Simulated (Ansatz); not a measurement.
Input:

```xyz
6
Lattice="3.5770 0.0000 0.0000 0.0000 3.5770 0.0000 0.0000 0.0000 5.3035" Properties=species:S:1:pos:R:3 pbc="T T T"
Hf     0.0000     0.0000     0.0000
Hf     1.7885     1.7885     2.6518
O      0.0000     1.7885     1.0096
O      0.0000     1.7885     3.6614
O      1.7885     0.0000     1.6421
O      1.7885     0.0000     4.2939
```

No spin polarisation.

Method: r2SCAN (Ansatz, a program for electronic structure; PAW; 500 eV plane waves; without spin-orbit coupling), earlier PAW set. Γ-centred 9×9×7 mesh, Fermi–Dirac width 0.05 eV.

Question: Predict the width of the top valence band, electron mass, smallest direct gap and stress.

Answer: 
* **Width of the top valence band**: 0.96 eV
* **Electron mass**: 1.0 mₑ along z, 0.93 mₑ across (at Γ)
* **Smallest direct gap**: 5.34 eV
* **Stress (xx, yy, zz, yz, xz, xy; compression positive)**: (-1.26, -1.26, -5.43, 0.00, 0.00, 0.00) GPa

Spin-orbit coupling, missing from the scalar runs, can matter with Hf. The cells carry an imposed strain or load. Effective masses come from finite differences of ±0.01 Å⁻¹. Whether these cells are dynamically stable was not tested. The cell was made from HfO₂ (space group P4_2/nmc, No. 137) by this change: uniaxial strain ε_zz = +1.92 %. This is not the structure that HfO2 has at room temperature and ambient pressure.
